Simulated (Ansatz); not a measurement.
## A computed series for InSb: point defects

The reference is a 16-atom supercell of InSb in the zinc blende structure (space group F-43m, No. 216; a = 6.6346 Å) at its relaxed geometry.

One neutral defect a cell, atoms relaxed at fixed cell.

Calculations: PBE (Ansatz, an electronic-structure program), spin-orbit coupling left out.

| change | pressure | largest displacement of a host atom from its site in the perfect cell |
|---|---|---|
| perfect supercell | 0.0 GPa | – |
| Al on a In site, symmetric start | -0.9 GPa | 0.10 Å |
| In interstitial (started 2.87 Å from the nearest host atom), symmetric start | 2.9 GPa | 0.08 Å |
| Sb on a In site (antisite) | 1.0 GPa | 0.10 Å |
| Tl on a In site, symmetric start | 0.3 GPa | 0.04 Å |
| Sb vacancy, symmetric start | -0.5 GPa | 0.09 Å |

In so small a cell the defect repeats every few ångströms: this is an ordered compound, not a dilute defect. Defects with a symmetric start kept the site's symmetry and may sit on a saddle; the others started slightly shaken. All final runs are without spin polarisation.
